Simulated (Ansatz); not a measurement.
**Pressure series in CuI**

Consider CuI in the zinc blende structure (space group F-43m, No. 216; a = 6.023 Å).

Cell and atoms are relaxed at each pressure.

The values are results of r2SCAN (Ansatz, a program for electronic structure, PAW, scalar-relativistic without spin-orbit coupling), not measurements.

Notes on the quantities. enthalpy: H = E + PV relative to the base's energy.

| variant | enthalpy | band gap | lattice parameter a |
|---|---|---|---|
| base | – | 1.67 eV | 6.023 Å |
| pressure −2 GPa | -0.35 eV/atom | 1.52 eV | ? |
| pressure −1 GPa | -0.17 eV/atom | 1.60 eV | 6.071 Å |
| pressure 3 GPa | +0.50 eV/atom | 1.85 eV | 5.906 Å |
| pressure 7 GPa | +1.12 eV/atom | ? | 5.791 Å |
| pressure 15 GPa | +2.28 eV/atom | 2.37 eV | 5.629 Å |
| pressure 30 GPa | +4.25 eV/atom | 2.17 eV | 5.432 Å |
| pressure 50 GPa | +6.63 eV/atom | 1.87 eV | 5.261 Å |
| pressure 75 GPa | +9.34 eV/atom | ? | 5.113 Å |
| pressure 100 GPa | +11.87 eV/atom | 1.31 eV | 5.003 Å |

Q: Fill in the withheld entries from the trend.

A: 
- pressure −2 GPa, lattice parameter a: 6.128 Å
- pressure 7 GPa, band gap: 2.05 eV
- pressure 75 GPa, band gap: 1.57 eV

Spin-orbit coupling, missing from the scalar runs, can matter with I. Load acts through the strain it causes; cell and atoms are relaxed under it. Whether these cells are dynamically stable was not tested. Tetrahedral semiconductors of this kind turn to denser phases somewhere between about 1 and 50 GPa; those were not computed, so compressed cells here can lie past the real transition. The final runs are not spin-polarised.
